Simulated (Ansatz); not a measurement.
The starting structures come from a database of crystals and need not be the phases stable at ambient conditions.

By PBEsol, the system below comes out a metal.

The ballistic (Sharvin) conductance counts the channels at the Fermi level: G/A = (e²/h) × channels of both spins per area.

Consider the following.

```xyz
3
Lattice="4.2054 0.0000 0.0000 0.0000 5.2417 0.0000 2.1027 0.0000 3.6420" Properties=species:S:1:pos:R:3 pbc="T T T"
Ba     0.0000     0.0000     0.0000
Si     4.2054     2.6208     2.4280
Si     2.1027     2.6208     1.2140
```

Space group of this cell: P6/mmm. The cell is strained (all lengths scaled by 1.02); by PBEsol its mean pressure is -4.3 GPa.

The current flows along the normal of the first two printed cell vectors, the (100) plane of the conventional cell. No spin-orbit coupling; the value is a mean over 0.1 eV about the Fermi level.

Task: Give the ballistic conductance per area that PBEsol (Ansatz, a first-principles code) yields.

Result: 0.72 × 10¹⁵ S/m² for both spins.
